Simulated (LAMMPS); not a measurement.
MD of SiO2 (stishovite, a high-pressure form) at zero pressure over temperature, 1050 atoms; each row names its start.

All values are model results, not measurements: classical MD, pair style vashishta, file SiO.1997.vashishta (LAMMPS).

```
T (K), start                                                                   state                volume                  enthalpy  first peak of g(r), O-Si  coordination number of O by Si
------------  ----------------------------------------------------------------------  --------------------  ------------------------  ------------------------  ------------------------------
100, crystal  solid that has left the starting structure; no diffusion seen in 30 ps  16.60 ± 0.02 Å³/atom  -1.4714 ± 0.0002 eV/atom       1.59 Å, height 23.8        1.88 (counted to 2.10 Å)
200, crystal  solid that has left the starting structure; no diffusion seen in 30 ps  17.34 ± 0.03 Å³/atom  -1.4501 ± 0.0002 eV/atom       1.59 Å, height 21.2        1.89 (counted to 2.22 Å)
300, crystal  solid that has left the starting structure; no diffusion seen in 30 ps  17.60 ± 0.05 Å³/atom    -1.434 ± 0.001 eV/atom       1.59 Å, height 18.1        1.92 (counted to 2.22 Å)
```

Caution: with SiO.1997.vashishta the 0 K volume of this crystal is 55 % off the measured one.

Caution (row 300, crystal): enthalpy drifts during the constant-pressure average: a transition or slow ageing; fluctuation values are void.

States go by the mean squared displacement: a species diffuses where it passes 1.5 Å², still rises and gives D over 1e-6 cm²/s; a crystal has left its structure where atoms lie 0.35 Å off their sites on average or a cubic box changes its shape by 3 %, or the axial ratios of another lie 8 % off the starting cell's, which the potential's own relaxation can also do.

Errors shown are sampling errors alone.
